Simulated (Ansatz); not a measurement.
We consider PrPd (Cmcm, No. 63; cell taken from a computed entry), described by PBEsol (PAW; Ansatz, a quantum-chemistry and plane-wave program).

Settings: plane-wave cutoff 500 eV, 16×16×12 k mesh (along the axes of the cell as run), Fermi–Dirac smearing 0.1 eV, spin-polarised start, scalar-relativistic PAW data made under PBE.

Computed at the level's own relaxed cell.

Predict the equilibrium volume per atom.


- equilibrium volume per atom = 22.97 Å³/atom

The run finds no gap.

Note: the magnetic order was assumed, not searched for or taken from measurement; the relaxation could not lower the start's symmetry, so the cell can be a saddle point above a distorted one; the 4f shell is treated without U or exact exchange, so its levels and filling can be wrong.

Spin–orbit coupling is not included.

The computed numbers hold no vibrational or temperature effects.
